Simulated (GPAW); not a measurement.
**Habitual settings against a tight run: InP (F-43m, 2 atoms in the cell)**

Self-consistent single point.

```xyz
2
Lattice="0.0000 2.8876 2.8876 2.8876 0.0000 2.8876 2.8876 2.8876 0.0000" Properties=species:S:1:pos:R:3 pbc="T T T"
In     0.0000     0.0000     0.0000
P      1.4438     1.4438     1.4438
```

Level of theory: PBE, GPAW PAW datasets PBE (gpaw-data 1.0.1) (plane waves; GPAW 25.7.0).

Base settings: mode = pw; ecut = 600 eV; xc = PBE; kpts = 8 8 8; mesh shift (steps) = 0.5 0.5 0.5; occupations.name = methfessel-paxton; occupations.width = 0.01 eV; occupations.order = 0; nbands = -6; convergence.bands = -4; symmetry.symmorphic = false; symmetry.tolerance = 0.0005.

Tight run (finer mesh or higher cutoff; not a proven limit): ecut: 600 eV → 840 eV; kpts: 8 8 8 → 11 11 11; convergence.energy: default → 6e-11 eV/electron; convergence.density: default → 4e-07 e/electron; convergence.eigenstates: default → 6e-15. It gave top of the valence band (on the code's own zero) 5.37 eV; gap on the k-point mesh 1.25 eV; pressure 6.72 GPa.

Quick runs, as changes from the base:
- A: the base itself
- B: ecut: 600 eV → 360 eV; kpts: 8 8 8 → 6 6 6
- C: ecut: 600 eV → 420 eV; kpts: 8 8 8 → 4 4 4; occupations.name: methfessel-paxton → fermi-dirac; occupations.width: 0.01 eV → 0.136 eV; occupations.order: 0 → default
- D: ecut: 600 eV → 360 eV; xc: PBE → LDA; kpts: 8 8 8 → 3 3 3; occupations.width: 0.01 eV → 0.272 eV; occupations.order: 0 → 1; potentials: GPAW PAW datasets LDA (gpaw-data 1.0.1) [LDA (Perdew-Wang 92)]
- E: ecut: 600 eV → 360 eV; kpts: 8 8 8 → 1 1 1
- F: ecut: 600 eV → 420 eV; convergence.energy: default → 6e-06 eV/electron; convergence.density: default → 0.0001 e/electron; convergence.eigenstates: default → 6e-10

Energies are extrapolated to zero smearing width, which holds to low order in the width alone.

Dashes: energy of D, another energy zero; gap of E, left out as unsure on this mesh or at this smearing.

Gaps are read on each run's own mesh, which may miss the band edges.

† marks runs with another functional, U, potentials or spin treatment: their distance from the tight run is not a convergence error alone.

The count of work is k-points × plane waves × bands × iterations; it is no time. 

The starting cell comes from a database of computed structures (which also holds hypothetical and non-ambient phases and stackings), without a prior relaxation at this level. Its lattice was rescaled by a random factor within 2.5 % of one. In the base run, with a pressure of about 7 GPa the cell is away from its equilibrium volume at this level.

| run | energy less tight (meV/atom) | gap on the mesh less tight (eV) | count of work / tight |
|---|---|---|---|
| A | 1.0 | 0.181 | 0.074 |
| B | 137.4 | 0.391 | 0.016 |
| C | 52.6 | 0.646 | 0.0073 |
| D† | – | 0.487 | 0.0035 |
| E | 1091.5 | – | 0.00053 |
| F | 51.9 | 0.177 | 0.057 |

Among the runs at the tight run's level, the energy misses run from 1.0 to 1091.5 meV/atom.
